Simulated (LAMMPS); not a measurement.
Melting line of Cu (fcc) by solid-liquid coexistence.

Method: classical MD, pair style meam, file AlSiMgCuFe.meam; code LAMMPS.

| P (GPa) | melting point | enthalpy of fusion | solid | liquid |
|---|---|---|---|---|
| 0 | 1190 ± 24 K | 0.13 eV/atom | 12.63 Å³/atom | 13.35 Å³/atom |
| 2 | 1240 ± 25 K | 0.13 eV/atom | 12.43 Å³/atom | 13.04 Å³/atom |
| 5 | 1360 ± 27 K | 0.14 eV/atom | 12.17 Å³/atom | 12.71 Å³/atom |

Measured melting point at ambient pressure: 1358 K (Wikipedia, Melting points of the elements (data page)).

Caution: the error of the potential's melting point is set to 2 % at least, a picked allowance for cell size and run length.

Compare the slope of the melting line with the Clausius-Clapeyron value from the lowest pressure. T ΔV/ΔH = 1191 K × 0.72 Å³ / 0.131 eV = 41 K/GPa (1 eV/Å³ = 160.2 GPa); the first two rows give 24 K/GPa, within the errors of the melting points.
